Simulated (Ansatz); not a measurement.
Functionals compared on a constructed model of the (111) surface of fcc Pt, a pseudomorphic layer of Ni in the host's stacking (bottom of the slab: a bare face, its two planes held), in Ansatz (plane waves, PAW). The structure was relaxed with PBE; the other rows are single points on it. Cutoff 420 eV.

Slab: 7 atoms, 13.6 Å thick at the start; k 15x15x1, smearing 0.1 eV, dipole-corrected; 2 atoms held, the rest relaxed; start symmetry kept, larger cells not searched; spin-polarised, ending with about 1.2 μB a cell; orders that need a larger cell were not tried, no spin-orbit, no U. It is one candidate, not shown to be the stable structure of the face. These notes are the PBE run's.

```csv
functional,work function of the top face (eV),magnetic moment of the cell (μB),rough cost of the single point
PBE,4.83,1.18,–
RPBE,4.66,1.21,roughly 110 core-seconds
```

Ansatz is an electronic-structure program.
